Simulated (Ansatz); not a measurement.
## A self-consistent single point of Zn3As2 (Pn-3m, 10 atoms in the cell) with Ansatz

Method: PBEsol, default PAW files made with PBE (plane waves; Ansatz, a first-principles code).

This input was run:

Ansatz 0.2 input:
```yaml
crystal:
  lattice:
    - [5.955990, 0.000000, 0.000000]
    - [0.000000, 5.955990, 0.000000]
    - [0.000000, 0.000000, 5.955990]
  atoms:
    - { symbol: Zn, position_ang: [0.000000, 2.977995, 2.977995] }
    - { symbol: Zn, position_ang: [0.000000, 2.977995, 0.000000] }
    - { symbol: Zn, position_ang: [2.977995, 0.000000, 2.977995] }
    - { symbol: Zn, position_ang: [0.000000, 0.000000, 2.977995] }
    - { symbol: Zn, position_ang: [2.977995, 2.977995, 0.000000] }
    - { symbol: Zn, position_ang: [2.977995, 0.000000, 0.000000] }
    - { symbol: As, position_ang: [1.488997, 1.488997, 1.488997] }
    - { symbol: As, position_ang: [1.488997, 4.466992, 4.466992] }
    - { symbol: As, position_ang: [4.466992, 4.466992, 1.488997] }
    - { symbol: As, position_ang: [4.466992, 1.488997, 4.466992] }
kpoints:
  mp_grid: { grid: [4, 4, 4] }
hamiltonian:
  xc: pbesol
  pseudopotentials: { kind: paw }
scf:
  occupations: { method: methfessel_paxton, width: 0.1 }
output:
  forces: true
  eigenvalues: true
  stress: true
```

Log, with long lists cut:

```
WARN the atoms were moved onto the symmetric positions of the space group found under crystal.symmetry.tolerance 1.0e-5 (fractional …
WARN basis.ecutwfc = 420 eV, the default
WARN ansatz: RAYON_NUM_THREADS=1 ignored (pool sized by the plan → 1); use --threads N
Pseudopotentials: kind: paw
Pseudopotential: Zn, paw, valence charge 12
Pseudopotential: As, paw, valence charge 15
Crystal: 10 atoms, lattice volume = 211.282 Å³
Basis set: ecut = 420 eV, 4139 PW (Γ), exchange–correlation on 80×80×80 points (8 copies of the dense FFT grid, shifted against one another)
Bands: 80, of which v1, the nominal top of the filled ones, is band 66 counted from 1 (65 counted from 0)
Symmetry: 48 space group operations
Space group: Pn-3m (ITA 224), of the structure as read, at distance tolerance 6.0e-5 Å
k-points: 10 of 64
PAW frozen core: Zn, regenerated for the run's functional, and the local potential with it
PAW frozen core: As, regenerated for the run's functional, and the local potential with it
Initial density: superposition of atomic densities (neutral atoms: chi_scale 0, normalization atom), corrected by the library's trained network
Initial wavefunctions: pseudopotential atomic-orbital guess
Eigensolver: davidson
Functional: x = pbesol(κ = 0.804, μ = 0.12345679012345678), c = pbesol(β = 0.046)
SCF iter   1: F=—  HF=-38936.769670 eV  |F-HF|=—  |Δ(HF+E_count)|=         —  Δρ=4.05e-3  dr2=3.16e-2  ethr=1.77e-3  ⟨swp⟩=5.6  Hψ=3136  notcnv=0  defer=9
all-band conjugate gradients solve this SCF's bands
preconditioner: auto → LDOS
SCF iter   2: F=—  HF=-38936.777006 eV  |F-HF|=—  |Δ(HF+E_count)|=   7.34e-3  S|Δr|=    0.00e0  Δρ=5.30e-3  dr2=3.08e-2  ethr=2.39e-5  ⟨swp⟩=2.1  Hψ=1646  notcnv=0  defer=70
SCF iter   3: F=—  HF=-38936.761822 eV  |F-HF|=—  |Δ(HF+E_count)|=   1.52e-2  S|Δr|=    0.00e0  Δρ=1.97e-3  dr2=4.46e-3  ethr=2.33e-5  ⟨swp⟩=2.1  Hψ=1213  notcnv=0  defer=70
SCF iter   4: F=—  HF=-38936.759416 eV  |F-HF|=—  |Δ(HF+E_count)|=   2.41e-3  S|Δr|=    0.00e0  Δρ=2.60e-4  dr2=1.21e-4  ethr=3.38e-6  ⟨swp⟩=2.0  Hψ=1268  notcnv=0  defer=18
SCF iter   5: F=—  HF=-38936.759346 eV  |F-HF|=—  |Δ(HF+E_count)|=   7.03e-5  S|Δr|=    0.00e0  Δρ=3.84e-5  dr2=2.92e-6  ethr=9.19e-8  ⟨swp⟩=2.0  Hψ=1392  notcnv=0  defer=18
SCF iter   6: F=—  HF=-38936.759547 eV  |F-HF|=—  |Δ(HF+E_count)|=   2.01e-4  S|Δr|=    0.00e0  Δρ=1.07e-5  dr2=1.95e-7  ethr=2.22e-9  ⟨swp⟩=2.0  Hψ=1392  notcnv=0  defer=18
SCF iter   7: F=-38936.759547 eV  HF=-38936.759547 eV  |F-HF|=1.09e-8  |Δ(HF+E_count)|=   2.43e-7  S|Δr|=    0.00e0  Δρ=1.90e-6  dr2=6.94e-9  ethr=7.58e-11  ⟨swp⟩=10.3  Hψ=3939  notcnv=0
SCF 1 converged in 7 iterations: F = -38936.759547 eV  dr2 = 6.94e-9
SCF converged after 7 iterations
Stability not checked (fill_not_monotonic)
Free energy (F): -38936.759547 eV
Harris-Foulkes:  -38936.759547 eV  (|F-HF|=1.09e-8)
Internal energy: -38936.752258 eV  (E = F + TS)
E sigma→0 (E₀):  -38936.757724 eV
Entropy (-TS):   -0.007289 eV (-0.729 meV/atom)
Fermi energy:    7.938632 eV
--- Per-component energies (eV) ---
  E_band       = -964.007296
  E_kinetic    = 1194.867068
  E_local      = -18532.298846  (includes V_loc(G=0)·N_el)
  E_nonlocal   = 1015.152376
  E_hartree    = 8717.369982
  E_xc         = -1124.989579
  E_vxc        = -626.886529  (∫ρ·V_xc dr)
  E_paw        = -17915.311570  (= ΣΔE_a)
  E_vpaw       = -1449.582099  (= ΣTr[D̂ρ^β])
  E_aug_tail   = -0.002064  (compensation charges beyond the density's cutoff)
  E_ewald      = -12300.189469
  E_core_change = 8.649844  (= ΣΔE_core)
  E_smearing   = -0.007289  (= −TS)
  E_closure    = 0.000000  (closes the sum)
  Σ components = -38936.759547   (vs F -38936.759547, Δ=0.00e0)
--- Forces (eV/Å), atoms counted from 1 ---
  atom   1  Zn     0.00000000     0.00000000    -0.00000000
   [... zero for the other atoms too ...]
  max |Σ_I F_I| component: 4.63e-18 eV/Å
--- Stress (GPa, compression-positive) ---
       -3.521016      -0.000000       0.000000
        0.000000      -3.521016      -0.000000
        0.000000       0.000000      -3.521016
  P = ⅓ Tr σ = -3.5210 GPa (-35.210 kbar)
  The stress holds the Pulay correction. Without it, at fixed plane waves, as pw.x and ABINIT print it: P = -3.5831 GPa
--- Band table (eV; the first three rows and the last of 10) ---
  k-point 0: bands = ["-27.4099", "-27.4099", "-27.4094", "-27.4094", "-27.4094", "-27.4087", "-27.4087", "-27.4087", "-27.3395", "-27.3395", "-27.3394", "-27.3394", "-27.3394", "-27.3388", "-27.3388", "-27.3388", "-27.3186", "-27.3177", "-27.3177", [...]
  k-point 1: bands = ["-27.4098", "-27.4097", "-27.4094", "-27.4093", "-27.4093", "-27.4088", "-27.4087", "-27.4087", "-27.3395", "-27.3394", "-27.3394", "-27.3394", "-27.3394", "-27.3389", "-27.3389", "-27.3389", "-27.3184", "-27.3178", "-27.3177", [...]
  k-point 2: bands = ["-27.4096", "-27.4096", "-27.4093", "-27.4093", "-27.4092", "-27.4092", "-27.4088", "-27.4088", "-27.3395", "-27.3395", "-27.3393", "-27.3393", "-27.3391", "-27.3391", "-27.3390", "-27.3390", "-27.3181", "-27.3181", "-27.3177", [...]
  k-point 9: bands = ["-27.4095", "-27.4095", "-27.4095", "-27.4093", "-27.4093", "-27.4093", "-27.4088", "-27.4088", "-27.3395", "-27.3395", "-27.3394", "-27.3394", "-27.3394", "-27.3389", "-27.3389", "-27.3389", "-27.3179", "-27.3179", "-27.3179", [...]
```

The run converged in 7 iterations.

The starting cell comes from a database of computed structures (which also holds hypothetical and non-ambient phases and stackings), without a prior relaxation at this level. With a pressure of about -4 GPa the cell is away from its equilibrium volume at this level. Ansatz's pressure includes its estimate of the finite-basis (Pulay) stress. The run gives no clean gap (levels at the Fermi energy touch, overlap or are partly filled at this smearing), which alone does not show that the compound is a metal.
